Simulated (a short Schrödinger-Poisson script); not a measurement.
Gated Al0.4Ga0.6As/GaAs δ-doped gas

Structure: gated Al0.4Ga0.6As/GaAs δ-doped gas, at 300 K.

```tsv
layer	material	thickness (nm)	Na (cm⁻³)
1	Al0.4Ga0.6As	20	-
2	Al0.4Ga0.6As	3	-
3	GaAs	6000	9e14
```

Constants are typed, rounded textbook-type inputs, not results; the design itself was drawn at random and stands for no fabricated device. Al0.4Ga0.6As: permittivity 11.76, conduction-band edge (eV) 0.316, gap (eV) 1.923, electron mass (mₑ) 0.1002, Nv at 300 K (cm⁻³) 9e18. GaAs: permittivity 12.9, conduction-band edge (eV) 0, gap (eV) 1.424, Nv at 300 K (cm⁻³) 9e18.

Channel valleys (confinement mass, in-plane density-of-states mass, number): Γ 0.067, 0.067, 1. At the gate the conduction-band edge of layer 1 lies 1.07 eV − eVg above the Fermi level of the channel; the field vanishes at the back. Sheet of ionised δ-doping: +2.9e12 e/cm² at 20 nm from the gate. The barrier under the gate holds no holes. Gaps are held at their typed values at every temperature. Mesh 0.08 nm at interfaces.

Solved with a short Schrödinger-Poisson script written for these runs: 1D Poisson equation in equilibrium, electrons quantum, Hartree plus LDA exchange-correlation (BenDaniel-Duke, 40 states a valley, the channel's in-plane mass for all, wave functions free to enter the barrier), parabolic valleys, classical holes, full ionisation, no traps, pinning or gate leakage.

| Vg (V) | electrons (cm⁻²) | in the channel layer | C (μF/cm²) | Γ E0 (meV) | Γ E1 (meV) |
|---|---|---|---|---|---|
| 0.5 | 1.37e12 | 1.33e12 | 0.382 | -29.1 | 28.0 |
| 0.45 | 1.25e12 | 1.22e12 | 0.379 | -24.5 | 30.4 |
| 0.4 | 1.13e12 | 1.10e12 | 0.375 | -19.7 | 32.9 |
| 0.35 | 1.02e12 | 9.94e11 | 0.371 | -14.7 | 35.7 |
| 0.3 | 9.02e11 | 8.84e11 | 0.367 | -9.4 | 38.6 |
| 0.25 | 7.89e11 | 7.74e11 | 0.361 | -3.7 | 41.8 |
| 0.2 | 6.77e11 | 6.66e11 | 0.354 | 2.4 | 45.4 |
| 0.15 | 5.68e11 | 5.60e11 | 0.346 | 9.2 | 49.5 |
| 0.1 | 4.62e11 | 4.56e11 | 0.335 | 16.8 | 54.3 |
| 0.05 | 3.60e11 | 3.56e11 | 0.321 | 25.6 | 60.2 |
| 0 | 2.63e11 | 2.60e11 | 0.301 | 36.0 | 67.6 |
| -0.05 | 1.74e11 | 1.72e11 | 0.271 | 49.2 | 77.6 |
| -0.1 | 9.67e10 | 9.61e10 | 0.223 | 66.7 | 92.0 |
| -0.15 | 3.95e10 | 3.93e10 | 0.146 | 92.2 | 114.6 |
| -0.2 | 1.00e10 | 9.97e9 | 0.0593 | 129.2 | 149.9 |
| -0.25 | 1.75e9 | 1.74e9 | 0.0190 | 175.1 | 194.9 |
| -0.3 | 2.73e8 | 2.72e8 | 0.0107 | 223.6 | 243.0 |
| -0.35 | 4.21e7 | 4.19e7 | 0.00956 | 272.4 | 291.4 |

Subbands count from the Fermi level.
